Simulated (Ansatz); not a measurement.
Tunnelling through a barrier is set by its complex band structure: the current falls as exp(−2κd) with the smallest κ.

Consider the following.

```
CELL_PARAMETERS angstrom
      3.29067     0.00000     0.00000
      0.00000     3.29067     0.00000
      1.64533    -1.64533     2.32686
ATOMIC_POSITIONS crystal
  Li 0.25000 0.25000 0.50000
  Li 0.75000 0.75000 0.50000
  O  0.00000 0.00000 0.00000
```

Space group of this cell: Fm-3m, anti-fluorite. The cell is taken as given; by r2SCAN its mean pressure is -4.1 GPa.

Transport runs along the normal of the first two printed cell vectors, the (001) plane of the conventional cell.

The gap is the functional's own, uncorrected, and κ follows it; spin-orbit coupling is left out. Mid-gap values are interpolated between the computed energies.

**Question.** State the band gap and the smallest decay constant κ at mid-gap according to r2SCAN (Ansatz, a quantum-chemistry and plane-wave program).

**Answer.** Gap 5.65 eV on a 14×14×14 mesh; κ = 0.486 1/Å, at (0.500, 0.500) of the in-plane reciprocal vectors. At the zone centre, at the nearest computed energy, the slowest state has κ = 0.50 1/Å.
